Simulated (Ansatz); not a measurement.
Consider the following.

```
CELL_PARAMETERS angstrom
      4.55811     0.00000     0.00000
      0.00000     4.55811     0.00000
      0.00000     0.00000     3.11347
ATOMIC_POSITIONS crystal
  Ir 0.00000 0.00000 0.00000
  Ir 0.50000 0.50000 0.50000
  O  0.30663 0.30663 0.00000
  O  0.80663 0.19337 0.50000
  O  0.19337 0.80663 0.50000
  O  0.69337 0.69337 0.00000
```

No spin polarisation.

Method: PBEsol (Ansatz, an electronic-structure program; PAW; 420 eV plane waves; no spin-orbit coupling). Settings: 11×11×15 k-points, 0.05 eV Fermi–Dirac smearing.

Q: What is the computed pressure (mean of the normal stresses, compression positive)?

A: -5.6 GPa.

Q: What band gap does the calculation give?

A: Zero.

Q: What is the computed space group?

A: P4_2/mnm (No. 136).

The cells carry an imposed strain or load. No phonon test of stability was made. No Hubbard U is applied, and correlation can decide whether such a compound is a metal. All final runs are without spin polarisation. The cell was made from IrO2 in the rutile structure (space group P4_2/mnm, No. 136) by this change: biaxial strain +1.93 %, plane normal [001], relaxed out of plane.
